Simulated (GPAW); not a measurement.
```xyz
7
Lattice="3.0159 0.0000 0.0000 -1.5079 2.6118 0.0000 0.0000 0.0000 9.8809" Properties=species:S:1:pos:R:3 pbc="T T T"
Mg     0.0000     0.0000     4.9405
Co     0.0000     0.0000     2.2960
Co     0.0000     0.0000     7.5849
O      0.0000     1.7412     6.1717
O      1.5080     0.8706     3.7092
O      0.0000     1.7412     1.4993
O      1.5080     0.8706     8.3816
```
Moments meant for the start (each program seeds them in its own way; μB, in the order of the atoms Mg Co Co O O O O): 0.0 3.0 3.0 0.0 0.0 0.0 0.0.

Computed with LDA (Perdew-Wang 92), GPAW PAW datasets LDA (gpaw-data 1.0.1) (plane waves; GPAW).

The set-up and first iterations of a GPAW log for MgCo2O4 (P-3m1, 7 atoms in the cell):

```
Input parameters:
  convergence: {forces: 0.001}
  kpts: {gamma: True,
         size: (8, 8, 2)}
  maxiter: 150
  mode: {ecut: 900.0000000000001,
         name: pw}
  nbands: -13
  occupations: {name: methfessel-paxton,
                order: 0,
                width: 0.136}
  spinpol: True
  symmetry: {symmorphic: False,
             tolerance: 0.0005}

species:
  Mg:
    name: Magnesium
    Z: 12.0
    valence: 10
    core: 2
    charge: 0.0
    file: Mg.LDA.gz

    # Using partial waves for Mg as LCAO basis

  Co:
    name: Cobalt
    Z: 27.0
    valence: 9
    core: 18
    charge: 0.0
    file: Co.LDA.gz

    # Using partial waves for Co as LCAO basis

  O:
    name: Oxygen
    Z: 8.0
    valence: 6
    core: 2
    charge: 0.0
    file: O.LDA.gz

    # Using partial waves for O as LCAO basis

Reference energy: -89215.395698  # eV

Spin-polarized calculation.
Initial magnetic moment: 6.000000

Convergence criteria:
   [... lines left out ...]
  old densities: 5
  Damping of long wavelength oscillations: 50

Hamiltonian:
  XC and Coulomb potentials evaluated on a 42*42*140 grid
  External potential:
    NoExternalPotential

Number of atoms: 7
Number of atomic orbitals: 42
Number of bands in calculation: 42
Number of valence electrons: 52
Bands to converge: occupied

Density initialized from atomic densities
  42 bands from LCAO basis set

Atomic positions and initial magnetic moments

Positions:
   0 Mg     0.000000    0.000000    4.940450    ( 0.0000,  0.0000,  0.0000)
   1 Co     0.000000    0.000000    2.296025    ( 0.0000,  0.0000,  3.0000)
   2 Co     0.000000    0.000000    7.584875    ( 0.0000,  0.0000,  3.0000)
   3 O     -0.000002    1.741232    6.171709    ( 0.0000,  0.0000,  0.0000)
   4 O      1.507952    0.870614    3.709191    ( 0.0000,  0.0000,  0.0000)
   5 O     -0.000002    1.741232    1.499328    ( 0.0000,  0.0000,  0.0000)
   6 O      1.507952    0.870614    8.381572    ( 0.0000,  0.0000,  0.0000)

Unit cell:
           periodic     x           y           z      points  spacing
  1. axis:    yes    3.015900    0.000000    0.000000    21     0.1244
  2. axis:    yes   -1.507950    2.611846    0.000000    21     0.1244
  3. axis:    yes    0.000000    0.000000    9.880900    70     0.1412

  Lengths:   3.015900   3.015900   9.880900
  Angles:   90.000000  90.000000 120.000000

Effective grid spacing dv^(1/3) = 0.1361
     iter     time        total  log10-change:         magmom
                         energy   eigst   dens  force
iter:   1 --:--:--   -56.483823                          +6.0050
iter:   2 --:--:--   -54.787218   -0.88  -0.99           +7.3421
iter:   3 --:--:--   -53.387086   -0.75  -1.06           +8.1811
iter:   4 --:--:--   -52.483395   -2.11  -1.28           +7.4721
iter:   5 --:--:--   -52.375706   -1.98  -1.38           +6.6862
```

### Question
Will this run converge, and how will it end?

### Answer
The run converged in 61 iterations. Its thresholds were met; that alone does not show that basis and mesh suffice. It ends on: free energy E − TS (from the program's reference atoms) -52.7551 eV; Fermi level (on the code's own zero) 4.53 eV; largest force (vector length) 0.863 eV/Å; size of the cell's spin moment 0.00 μB. The log goes on:

```
   [... 3 lines left out ...]
iter:   9 --:--:--   -52.315609   -1.87  -1.70           +6.4703
iter:  10 --:--:--   -52.586955   -2.11  -1.94           +6.3517
   [... lines left out ...]
   [... 3 lines left out ...]
iter:  52 --:--:--   -52.733158c  -6.06  -3.55           -0.0003
iter:  53 --:--:--   -52.733080c  -6.66  -3.72           -0.0002
iter:  54 --:--:--   -52.733168c  -5.99  -3.78           -0.0002
iter:  55 --:--:--   -52.733190c  -6.18  -3.98           -0.0002
iter:  56 --:--:--   -52.733136c  -6.12  -4.10c          -0.0002
iter:  57 --:--:--   -52.733129c  -6.57  -4.33c          -0.0001
iter:  58 --:--:--   -52.733126c  -7.09  -4.35c          -0.0001
iter:  59 --:--:--   -52.733123c  -7.56c -4.40c          -0.0001
iter:  60 --:--:--   -52.733118c  -7.77c -4.61c -2.67    -0.0001
iter:  61 --:--:--   -52.733111c  -8.35c -4.88c -3.24c   +0.0000
Converged after 61 iterations.

Dipole moment: (0.000000, 0.000000, -0.000000) |e|*Ang

Total magnetic moment: (0.000000, 0.000000, 0.000001)
Local magnetic moments:
   0 Mg ( 0.000000,  0.000000,  0.000000)
   1 Co ( 0.000000,  0.000000,  0.000001)
   2 Co ( 0.000000,  0.000000,  0.000001)
   3 O  ( 0.000000,  0.000000,  0.000000)
   4 O  ( 0.000000,  0.000000,  0.000000)
   5 O  ( 0.000000,  0.000000, -0.000001)
   6 O  ( 0.000000,  0.000000, -0.000001)

Energy contributions relative to reference atoms: (reference = -89215.395698)

Kinetic:        +16.976458
Potential:      -21.137992
External:        +0.000000
XC:             -49.264726
Entropy (-ST):   -0.043965
Local:           +0.715132
SIC:             +0.000000
--------------------------
Free energy:    -52.755093
Extrapolated:   -52.733111

Spin contamination: 0.000003 electrons
Showing only first 2 kpts
                      Up                     Down
   [... lines left out ...]
Fermi level: 4.53146
Gap: 0.035 eV
Direct gap: 0.428 eV
   [... lines left out ...]

Forces in eV/Ang:
  0 Mg    0.00000   -0.00000    0.00000
  1 Co   -0.00000   -0.00000    0.86340
  2 Co   -0.00000    0.00000   -0.86340
  3 O     0.00000   -0.00000    0.80997
  4 O     0.00000    0.00000   -0.80997
  5 O    -0.00000   -0.00000    0.64261
  6 O    -0.00000    0.00000   -0.64261

Stress tensor:
     0.199802    -0.000000     0.000000
    -0.000000     0.199802    -0.000000
     0.000000    -0.000000     0.101558
Stress (GPa, Voigt): [32.0119 32.0119 16.2715 -0.      0.     -0.    ]
```

For comparison: a first run (DFT PBEsol, plane waves, GPAW PAW datasets PBEsol (made by gpaw-setup)) was changed to give this one (xc: PBEsol → LDA; potentials: GPAW PAW datasets LDA (gpaw-data 1.0.1)), and from it to this one the largest force goes from 1.132 to 0.863 eV/Å.

The starting cell comes from a database of computed structures (which also holds hypothetical and non-ambient phases and stackings), without a prior relaxation at this level. The starting moments vanished: the run ended non-magnetic, which need not be the lowest state. The log's line on a gap gives a spacing of levels on this mesh, which the program prints for metals too.

The run was DFT LDA (Perdew-Wang 92), plane waves, GPAW PAW datasets LDA (gpaw-data 1.0.1). Main settings of its input:

spinpol: true
mode: pw
ecut: 900 eV
xc: LDA
kpts: 8 8 2
mesh shift (steps): 0 0 0
occupations.name: methfessel-paxton
occupations.width: 0.136 eV
occupations.order: 0
nbands: -13
convergence.forces: 0.001 eV/Å
symmetry.symmorphic: false
